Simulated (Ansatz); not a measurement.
# How far a parabola holds: energy against volume of cubic perovskite SrVO₃

System: cubic perovskite SrVO₃. Method: PBE (PAW; Ansatz, an electronic-structure program). Settings: plane-wave cutoff 520 eV, 14×14×14 k mesh, Fermi–Dirac smearing 0.05 eV, no spin polarisation, scalar-relativistic PAW data made under PBE. The cell has no free parameter but its volume, all volumes share cutoff and mesh, and the runs aren't spin-polarised. Energies are free energies at the run's smearing, counted from the lowest row; static lattice.

| V (Å³/atom) | E (meV/atom) |
|---|---|
| 10.794 | ? |
| 11.024 | 11.19 |
| 11.254 | 2.70 |
| 11.483 | 0.00 |
| 11.713 | 2.50 |
| 11.943 | 9.67 |

### Question
Fit E against V with a parabola, and predict the withheld value at V = 10.794.

### Answer
With u = V - 11.48, the rows have u = -0.45600, -0.22600, 0.00300, 0.23300, 0.46300. Least squares gives E = 0.004 - 1.757·u + 49.405·u². Residuals (row less fit): 0.112, -0.224, 0.001, 0.223, -0.111; standard error 0.250 (degrees of freedom: 2). The fitted curve has its minimum at V = 11.5, where E = -0.01. Its curvature is d²E/dV² = 2 × 49.405 meV/Å⁶, so B = V0·d²E/dV² × 0.1602 = 182 GPa. At the withheld row, u = -0.68600, so E = 0.004 - 1.757 × (-0.68600) + 49.405 × (-0.68600)² = 24.459 meV/atom. The calculation gives 26.15 meV/atom, 1.691 meV/atom above the prediction (6.5 % of the range of E in the table). The row lies outside the fitted rows, so this is an extrapolation. From the scatter of the fitted rows alone, a prediction at this place has a standard error of 0.592 meV/atom, so the miss is 2.9 times that.

The residuals are curvature that a parabola lacks, not noise. A solid that stiffens under compression and softens on expansion lies above the parabola at the compressed end and under it at the expanded end, as this row does. A third-order Birch-Murnaghan fit to the whole scan has B0 = 181 GPa. Only scans are tabulated whose curvature falls smoothly with volume, and where the parabola meets the shown rows within 5 % of their range and misses the end by 0.1 meV or more.

Note: the relaxation could not lower the start's symmetry, so the cell can be a saddle point above a distorted one.
